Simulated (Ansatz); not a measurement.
Input:

```xyz
2
Lattice="4.7248 0.0000 0.0000 2.3624 4.0918 0.0000 2.3624 -1.3639 3.7061" Properties=species:S:1:pos:R:3 pbc="T T T"
In     0.0000     0.0000    -0.0249
Sb     4.7248     0.0000     2.8045
```

No spin polarisation.

Level of theory: PBEsol, PAW, 420 eV (Ansatz, a program for electronic structure; no spin-orbit coupling). Γ-centred 12×12×12 mesh, Fermi–Dirac width 0.05 eV.

Q: Predict the band gap, space group and pressure.

A: The band gap comes out as zero and the space group comes out as R3m (No. 160). The pressure (mean of the normal stresses, compression positive) is -1.3 GPa.

With Sb present, leaving out spin-orbit coupling can change the band edges. The cells carry an imposed strain or load. No phonon test of stability was made. The final runs are not spin-polarised. The cell was made from InSb in the zinc blende structure (space group F-43m, No. 216) by this change: biaxial strain +2.50 %, plane normal [111], relaxed out of plane. A zero or small gap of InSb can be the functional's error rather than a property of the material.
